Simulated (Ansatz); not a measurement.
The reference is InAs in the zinc blende structure (space group F-43m, No. 216; a = 6.087 Å).

Now apply this change: every In is replaced by Ga, then cell and atoms are relaxed.

Levels (all Ansatz, an electronic-structure program, PAW): PBEsol (420 eV, spin-orbit coupling left out); r2SCAN (500 eV, spin-orbit coupling left out).

The geometry is relaxed with PBEsol.

| Item | Result |
|---|---|
| PBEsol pressure | 0.00 GPa |
| PBEsol width of the top valence band | 3.36 eV |
| PBEsol lowest conduction level above the VBM at special points | Γ 0.42 eV; L 0.92 eV; X 1.36 eV; U 1.88 eV |

Q: Predict the pressure, width of the top valence band and lowest conduction level above the VBM at special points from r2SCAN.

A: The pressure goes from zero to 0.30 GPa; the width of the top valence band increases by 0.06 eV to 3.42 eV; the lowest conduction level above the VBM at special points changes from Γ 0.42 eV; L 0.92 eV; X 1.36 eV; U 1.88 eV to Γ 0.99 eV; L 1.37 eV; X 1.77 eV; U 2.28 eV.

Single points use the geometry relaxed with PBEsol. Their cutoffs differ, which shifts pressures a little. The levels and masses belong to the bands next to the band gap. Stability against distortions was not tested. All final runs are without spin polarisation.
